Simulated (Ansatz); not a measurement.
Short convergence ladders for K3Pd (Pm-3m, 4 atoms in the cell)

```
K3Pd
1.0
    5.41779     0.00000     0.00000
    0.00000     5.41779     0.00000
    0.00000     0.00000     5.41779
K Pd
3 1
Direct
  0.50000   0.50000   0.00000
  0.00000   0.50000   0.50000
  0.50000   0.00000   0.50000
  0.00000   0.00000   0.00000
```

Base method: LDA (PW92), default PAW files made with PBE (plane waves; Ansatz, a program for electronic structure).

Base settings: basis.ecutwfc = 420 eV; kpoints.mp_grid.grid = 6 6 6; hamiltonian.xc = lda; hamiltonian.pseudopotentials = {kind: paw} (the program's default PAW files); scf.occupations.method = fermi_dirac; scf.occupations.width = 0.1 eV.

**Zone-centre phonons against the cutoff**

In this ladder: phonons.method = dfpt.

The mesh stays at the base's, so the ladder's end is converged at best in this setting alone.

Frequencies are those of the unrelaxed cell, without the LO-TO term of polar crystals.

Only quantities that move along the ladder and can be compared are tabulated.

| basis.ecutwfc | highest zone-centre frequency (cm⁻¹) | lowest optical frequency (cm⁻¹) |
|---|---|---|
| 210 eV | 128.6 | 37.7 |
| 250 eV | 121.1 | -18.9 |
| 295 eV | 122.8 | 23.4 |
| 355 eV | 122.2 | 23.2 |
| 420 eV | 122.2 | 23.1 |
| 505 eV | 122.2 | 23.1 |
| 630 eV | 122.2 | 23.1 |

Coarsest basis.ecutwfc that holds the highest zone-centre frequency within 1 cm⁻¹ of the last step, with all finer ones: 295 eV; the step before is off by 1.2 cm⁻¹.

Coarsest basis.ecutwfc that holds the lowest optical frequency within 5 cm⁻¹ of the last step, with all finer ones: 295 eV; the step before is off by 42 cm⁻¹.

**The force threshold of a relaxation**

On K3Pd (P4mm, 4 atoms in the cell): one atom moved by 0.15 angstrom.

In this ladder: relax = atoms.

The mesh stays at the base's, so the ladder's end is converged at best in this setting alone.

Only quantities that move along the ladder and can be compared are tabulated.

| relax.f_tol | free energy less the last step's (meV/atom) | largest force left (eV/Å) | relaxation steps |
|---|---|---|---|
| 0.2 eV/Å | 5.00 | 0.1122 | 2 |
| 0.1 eV/Å | 2.17 | 0.0414 | 9 |
| 0.05 eV/Å | 0.00 | 0.0019 | 9 |
| 0.03 eV/Å | 0.00 | 0.0019 | 9 |
| 0.02 eV/Å | 0.01 | 0.0064 | 11 |
| 0.01 eV/Å | 0.01 | 0.0060 | 13 |
| 0.005 eV/Å | 0.00 | 0.0025 | 11 |
| 0.001 eV/Å | 0.00 | 0.0000 | 15 |

Coarsest relax.f_tol that holds the largest force left within 0.02 eV/Å of the last step, with all finer ones: 0.05 eV/Å; the step before is off by 0.041 eV/Å.

Coarsest relax.f_tol that holds the free energy within 0.05 meV/atom of the last step, with all finer ones: 0.05 eV/Å; the step before is off by 2.2 meV/atom.

On the base run: the starting cell comes from a database of computed structures (which also holds hypothetical and non-ambient phases and stackings), without a prior relaxation at this level. Its lattice was rescaled by up to half a per cent. Spin polarisation is off.

Keys are those of Ansatz 0.2.
